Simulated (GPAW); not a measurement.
GPAW run on W (Im-3m, 1 atom in the cell): self-consistent single point.

Method: PBE, GPAW PAW datasets PBE (gpaw-data 1.0.1) (plane waves; GPAW 25.7.0).

The change in words: lattice scaled by 0.98. Reference geometry:
```yaml
crystal:
  lattice:
    - [-1.58516, 1.58516, 1.58516]
    - [1.58516, -1.58516, 1.58516]
    - [1.58516, 1.58516, -1.58516]
  atoms:
    - { symbol: W, position: [0.00000, 0.00000, 0.00000] }
```

Reference input (self-consistent single point, DFT PBE, plane waves, GPAW PAW datasets PBE (gpaw-data 1.0.1)): mode = pw; ecut = 550 eV; xc = PBE; kpts = 19 19 19; mesh shift (steps) = 0 0 0; occupations.name = fermi-dirac; occupations.width = 0.136 eV; nbands = -7; convergence.density = 1e-05 e/electron; symmetry.symmorphic = false; symmetry.tolerance = 0.0005; maxiter = 100. This run's input differs from it in these lines:

```diff
@@ -5,5 +5,5 @@
 atoms = Atoms(['W'],
-              cell=[[-1.585160, 1.585160, 1.585160],
-                    [1.585160, -1.585160, 1.585160],
-                    [1.585160, 1.585160, -1.585160]],
+              cell=[[-1.553457, 1.553457, 1.553457],
+                    [1.553457, -1.553457, 1.553457],
+                    [1.553457, 1.553457, -1.553457]],
               positions=[[0.000000, 0.000000, 0.000000]],
```

Output, abridged:

```
     iter     time        total  log10-change:
                         energy   eigst   dens
iter:   1 --:--:--   -11.698656
iter:   2 --:--:--   -11.668962   -2.13  -1.31
iter:   3 --:--:--   -11.542054   -1.63  -1.34
iter:   4 --:--:--   -11.531919   -4.56  -1.98
iter:   5 --:--:--   -11.498717   -2.85  -2.02
iter:   6 --:--:--   -11.498818   -4.27  -2.81
iter:   7 --:--:--   -11.498767c  -6.20  -3.51
iter:   8 --:--:--   -11.498754c  -6.22  -3.77
iter:   9 --:--:--   -11.498754c  -8.50c -4.55
iter:  10 --:--:--   -11.498754c  -8.68c -4.72
iter:  11 --:--:--   -11.498754c  -8.17c -4.59
iter:  12 --:--:--   -11.498754c -11.06c -5.90c
Converged after 12 iterations.

Dipole moment: (-0.000000, 0.000000, -0.000000) |e|*Ang

Energy contributions relative to reference atoms: (reference = -438771.671655)

Kinetic:        +16.687937
Potential:      -16.883655
External:        +0.000000
XC:             -11.282806
Entropy (-ST):   -0.026575
Local:           -0.006943
SIC:             +0.000000
--------------------------
Free energy:    -11.512042
Extrapolated:   -11.498754

Showing only first 2 kpts
 Kpt  Band  Eigenvalues  Occupancy
  0     5     14.30542    1.99987
  0     6     14.30542    1.99987
  0     7     14.30543    1.99987
  0     8     17.99897    0.00000

  1     5     14.21583    1.99993
  1     6     14.28580    1.99989
  1     7     14.44488    1.99964
  1     8     17.84979    0.00000

Fermi level: 15.61706

No gap
No difference between direct/indirect transitions
Energy (eV): -11.498754

Forces in eV/Ang:
  0 W    -0.00000   -0.00000    0.00000

Stress tensor:
    -0.158840    -0.000000    -0.000000
    -0.000000    -0.158840    -0.000000
    -0.000000    -0.000000    -0.158840
Stress (GPa, Voigt): [-25.4489 -25.4489 -25.4489  -0.      -0.      -0.    ]
```

The run converged in 12 iterations. GPAW prints stress with tension positive. Against the reference run the free energy rises by 82.1 meV/atom and the pressure goes from 3.60 to 25.45 GPa.

The starting cell comes from a database of computed structures (which also holds hypothetical and non-ambient phases and stackings), without a prior relaxation at this level. For this run, on top of that: lattice scaled by 0.98. Spin polarisation is off. With a pressure of about 25 GPa the cell is away from its equilibrium volume at this level.

Cost on one core of a shared machine: roughly 40 s.
